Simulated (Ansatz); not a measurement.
## A short convergence ladder for CsCaH₃ (P4mm, 5 atoms in the cell)

```xyz
5
Lattice="4.5981 0.0000 0.0000 0.0000 4.5981 0.0000 0.0000 0.0000 4.5981" Properties=species:S:1:pos:R:3 pbc="T T T"
Cs     0.0000     0.0000     0.0500
Ca     2.2990     2.2990     2.2990
H      2.2990     0.0000     2.2990
H      0.0000     2.2990     2.2990
H      2.2990     2.2990     0.0000
```

Base method: LDA (PW92), default PAW files made with PBE (plane waves; Ansatz, a first-principles code).

Base settings: basis.ecutwfc = 420 eV; kpoints.mp_grid.grid = 6 6 6; hamiltonian.xc = lda; hamiltonian.pseudopotentials = {kind: paw} (the program's default PAW files); scf.occupations.method = fixed.

**The width of Fermi-Dirac smearing**

In this ladder: scf.occupations.method = fermi_dirac.

The mesh stays at the base's, so the ladder's end is converged at best in this setting alone.

Only quantities that move along the ladder and can be compared are tabulated.

```tsv
scf.occupations.width	free energy less the last step's (meV/atom)	pressure (GPa)	largest difference of a force vector from the last step's (eV/Å)
1 eV	-205.22	-0.79	0.009
0.5 eV	-10.97	-1.96	0.001
0.2 eV	-0.02	-2.06	0.000
0.1 eV	0.00	-2.06	0.000
0.02 eV	0.00	-2.06	0.000
```

Widest scf.occupations.width that holds the pressure within 0.05 GPa of the last step, with all finer ones: 0.2 eV; the step before is off by 0.09 GPa.

Widest scf.occupations.width that holds the free energy within 1 meV/atom of the last step, with all finer ones: 0.2 eV; the step before is off by 11 meV/atom.

Widest scf.occupations.width that holds the forces within 0.005 eV/Å of the last step, with all finer ones: 0.5 eV; the step before is off by 0.009 eV/Å.

On the base run: the starting cell comes from a database of computed structures (which also holds hypothetical and non-ambient phases and stackings), without a prior relaxation at this level. Its lattice was rescaled by up to half a per cent. One atom was moved a little off its site on purpose. Ansatz's pressure includes its estimate of the finite-basis (Pulay) stress.

Keys are those of Ansatz 0.2.
